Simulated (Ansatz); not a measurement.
We consider CaC₆ (R-3m, No. 166, 7 atoms in the cell), described by PBE-D3(BJ) in Ansatz (plane waves, PAW).

Settings: plane-wave cutoff 520 eV, 16×16×16 k mesh, Fermi–Dirac smearing 0.05 eV, scalar-relativistic PAW data made under PBE.

The cell is scaled about its equilibrium volume:

Shape and atoms are relaxed at each volume.

```json
[
 {"V (Å³/atom)": "9.870", "P (GPa)": "5.33", "c (Å)": "12.872", "a (Å)": "4.312"},
 {"V (Å³/atom)": "10.075", "P (GPa)": "2.46", "c (Å)": "13.073", "a (Å)": "4.323"},
 {"V (Å³/atom)": "10.281", "P (GPa)": "0.00", "c (Å)": "13.282", "a (Å)": "4.332"},
 {"V (Å³/atom)": "10.486", "P (GPa)": "-2.06", "c (Å)": "13.499", "a (Å)": "4.340"},
 {"V (Å³/atom)": "10.692", "P (GPa)": "-3.79", "c (Å)": "13.722", "a (Å)": "4.347"}
]
```

Note: the relaxation could not lower the start's symmetry, so the cell can be a saddle point above a distorted one; the bulk modulus comes from volumes at which shape and atoms were relaxed.

Ansatz is a program for electronic structure.
